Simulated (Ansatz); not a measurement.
# GaAs under a change: As → Hg

Base system: GaAs in the zinc blende structure (space group F-43m, No. 216; a = 5.659 Å).

It is then changed as follows: full substitution As → Hg; the structure is relaxed again.

Level of theory: plane-wave PAW DFT at the PBEsol level (Ansatz, a first-principles code, 420 eV), no spin-orbit coupling, earlier PAW set. Settings: 13×13×13 k-points, 0.05 eV Fermi–Dirac smearing, for the changed cell.

The density increases by 2.73 g/cm³ (5.30 g/cm³ → 8.03 g/cm³) and the lattice parameter a goes up by 0.411 Å, from 5.659 Å to 6.070 Å. The space group is still F-43m (No. 216) and the shortest interatomic distance rises by 0.1778 Å to 2.628 Å. The band gap changes from 0.42 eV to zero.

Final structure:

```yaml
crystal:
  lattice:
    - [0.00000, 3.03503, 3.03503]
    - [3.03503, 0.00000, 3.03503]
    - [3.03503, 3.03503, 0.00000]
  atoms:
    - { symbol: Hg, position: [0.75000, 0.75000, 0.75000] }
    - { symbol: Ga, position: [0.00000, 0.00000, 0.00000] }
```

Cost of the whole job for the changed cell (relaxation, final SCF and bands): roughly 90 core-seconds.

No phonon test of stability was made. As relaxed here, GaHg is a hypothetical phase, not in the database extracts checked.
